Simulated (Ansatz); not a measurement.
BAs: response to strain

The parent structure is BAs in the zinc blende structure (space group F-43m, No. 216).

```xyz
2
Lattice="0.0000 2.3661 2.3661 2.3661 0.0000 2.3661 2.3661 2.3661 0.0000" Properties=species:S:1:pos:R:3 pbc="T T T"
B      0.0000     0.0000     0.0000
As     1.1830     1.1830     1.1830
```

Cartesian axes are those of the cell as printed.

Strains are applied to the cell and any free atomic positions relax.

Calculations: Ansatz (a program for electronic structure) LDA, no spin-orbit coupling.

Notes on the quantities. energy relative to the base: free energy F.

```tsv
uniaxial strain ε_zz (%)	energy relative to the base (meV/atom)
0	0.0
0.5	?
1	1.2
1.5	2.7
2	4.7
2.5	7.3
3	10.5
```

Question: Fit ΔE = Aε² + Bε³ (ε in %) to the rows shown and predict the withheld row.

Answer: Least squares on the printed values gives A = 1.21 and B = -0.013 meV/atom (largest residual 0.0 meV/atom); this predicts 0.3 meV/atom, and the run gives 0.3 meV/atom, in agreement.

Stability against distortions was not tested.
